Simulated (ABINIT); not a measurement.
Band structure of Pb (Fm-3m, 1 atom in the cell).

```xyz
1
Lattice="0.0000 2.5197 2.5197 2.5197 0.0000 2.5197 2.5197 2.5197 0.0000" Properties=species:S:1:pos:R:3 pbc="T T T"
Pb     0.0000     0.0000     0.0000
```

Level of theory: PBE, norm-conserving pseudopotentials (PseudoDojo nc-sr-05 PBE standard) (plane waves; ABINIT 10.0.3).

Settings: pseudos = [Pb.upf]; ecut = 31 Ha; occopt = 3; tsmear = 0.00367493 Ha; ngkpt = 8 8 8; nshiftk = 1; shiftk = 0 0 0; potentials = PseudoDojo nc-sr-05 PBE standard; kptopt = 1; nstep = 100; tolvrs1 = 1e-10; ndtset = 2; getden2 = 1.

The starting cell comes from a database of computed structures (which also holds hypothetical and non-ambient phases and stackings), without a prior relaxation at this level. Its lattice was rescaled by a random factor within 2.5 % of one. Spin-orbit coupling is off.

Levels in eV from the Fermi level, bands 4 to 11:
```
point       4       5       6      7      8     9     10     11
-----  ------  ------  ------  -----  -----  ----  -----  -----
Γ      -16.89  -16.89  -11.36   7.03   7.03  7.03   9.77  10.70
X      -16.75  -16.75   -6.76  -3.02   2.03  2.03   5.27   6.53
W      -16.85  -16.75   -6.67  -1.23  -1.23  0.35  10.47  11.90
K      -16.83  -16.78   -6.84  -2.09  -1.08  2.90   6.35  11.05
L      -16.78  -16.78   -8.05  -3.91   5.32  5.32   9.04   9.24
U      -16.83  -16.78   -6.84  -2.09  -1.08  2.90   6.35  11.05
```

Bands cross the Fermi level along this path, so the cell is metallic at this level.
